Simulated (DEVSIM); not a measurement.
## In0.53Ga0.47As n+/n-/n+ resistor

System: In0.53Ga0.47As n+/n-/n+ resistor, at 400 K.

| layer (left to right) | material | thickness (μm) | Nd (cm⁻³) | τn (s) | τp (s) |
|---|---|---|---|---|---|
| 1 | In0.53Ga0.47As | 0.280 | 1.2e17 | 6e-10 | 6e-10 |
| 2 | In0.53Ga0.47As | 0.0930 | 8.3e12 | 6e-10 | 6e-10 |
| 3 | In0.53Ga0.47As | 0.300 | 1.2e17 | 6e-10 | 6e-10 |

Left contact: ohmic. Right contact: ohmic. Voltage is applied to the left contact. Recombination: SRH at mid-gap. Mobility is μmin + (μ − μmin)/(1 + (N/Nref)^α).

Constants are typed, rounded textbook-type inputs, not results; the design itself was drawn at random and stands for no fabricated device. Values at 300 K; Nc and Nv go as T^1.5, mobilities as T to minus their exponent, the gap by Varshni's rule with the affinity fixed.

```csv
parameter,In0.53Ga0.47As
gap (eV),0.74
affinity (eV),4.51
permittivity,13.9
Nc (cm⁻³),2.1e17
Nv (cm⁻³),7.7e18
μn (cm²/Vs),12000
μp (cm²/Vs),300
"μn,min",300
"μp,min",10
"Nref,n",1.3e17
"Nref,p",4.9e17
αn,0.48
αp,0.4
T exponent of μn,1.6
T exponent of μp,1.6
Varshni α (eV/K),0.00035
Varshni β (K),190
```

Model (solved in DEVSIM): 1D drift-diffusion, Boltzmann statistics, complete ionisation; no tunnelling, impact ionisation, image-force lowering or self-heating.

Dark forward current:

```tsv
V (V)	J (A/cm²)
0.05	46000
0.15	140000
0.20	180000
0.30	280000
0.35	320000
0.45	420000
0.55	510000
0.60	560000
0.70	650000
0.80	750000
0.85	800000
0.95	900000
1.00	950000
1.10	1000000
```
